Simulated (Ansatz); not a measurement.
**Hypothetical P6_422 BAs: pressure series**

Start from BAs (space group P6_422, No. 181; a hypothetical phase, not in the database extracts checked).

```
CELL_PARAMETERS angstrom
      3.45873     0.00000     0.00000
     -1.72937     2.99535     0.00000
      0.00000     0.00000     7.48182
ATOMIC_POSITIONS crystal
  B  0.00000 0.50000 0.33333
  B  0.50000 0.50000 0.66667
  B  0.50000 0.00000 0.00000
  As 0.00000 0.50000 0.83333
  As 0.50000 0.50000 0.16667
  As 0.50000 0.00000 0.50000
```

Cell and atoms are relaxed at each pressure.

The values are results of Kohn–Sham DFT with the PBE functional, run in Ansatz (an electronic-structure program) with PAW and 420 eV plane waves, no spin-orbit coupling, not measurements.

Two rows of this table had their results exchanged by mistake.

```csv
pressure,volume per atom (Å³),shortest distance (Å),band gap
pressure −2 GPa,13.12,2.143,0.52 eV
pressure −1 GPa,12.78,2.124,0.45 eV
pressure 0.3 GPa,12.89,2.130,0.47 eV
pressure 0.7 GPa,12.85,2.128,0.46 eV
pressure 1.5 GPa,13.02,2.137,0.50 eV
pressure 3 GPa,12.65,2.117,0.42 eV
pressure 5 GPa,12.49,2.108,0.38 eV
pressure 7.5 GPa,12.29,2.097,0.34 eV
pressure 10 GPa,12.12,2.087,0.29 eV
```

Question: Which two?

Answer: The rows for pressure −1 GPa and pressure 1.5 GPa: the volume has to fall steadily with pressure, so 13.02 Å³ belongs to pressure −1 GPa and 12.78 Å³ to pressure 1.5 GPa.

Load acts through the strain it causes; cell and atoms are relaxed under it. Stability against distortions was not tested. Competing high-pressure phases were not computed. The base started in P3_121 and relaxed to P6_422 at this level. The zero or small gap of BAs under pressure 10 GPa can change with the level of theory.
